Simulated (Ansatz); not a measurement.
The parent structure is InHO₂ (space group Pnnm, No. 58; a cell from a computed database, its experimental status unchecked).

```
InHO2
1.0
    4.52130     0.00000     0.00000
    0.00000     5.28244     0.00000
    0.00000     0.00000     3.28735
In H O
2 2 4
Direct
  0.50000   0.50000   0.50000
  0.00000   0.00000   0.00000
  0.50000   0.00000   0.50000
  0.00000   0.50000   0.00000
  0.27900   0.86895   0.50000
  0.72100   0.13105   0.50000
  0.77900   0.63105   0.00000
  0.22100   0.36895   0.00000
```

The values are results of PBEsol/PAW in Ansatz (a first-principles code), no spin-orbit coupling, not measurements.

Before the change:

* **Band gap**: 1.98 eV
* **Valence-band top at Γ**: 0.00, -0.07, -0.21 eV

Perturbation: a hydrostatic pressure of 0.3 GPa.

Question: How does this affect the band gap and valence-band top at Γ?

Answer: The band gap rises by 0.01 eV to 1.99 eV; the valence-band top at Γ (three highest levels, from the VBM) changes from 0.00, -0.07, -0.21 eV to 0.00, -0.08, -0.21 eV.

Load acts through the strain it causes; cell and atoms are relaxed under it. Stability against distortions was not tested.
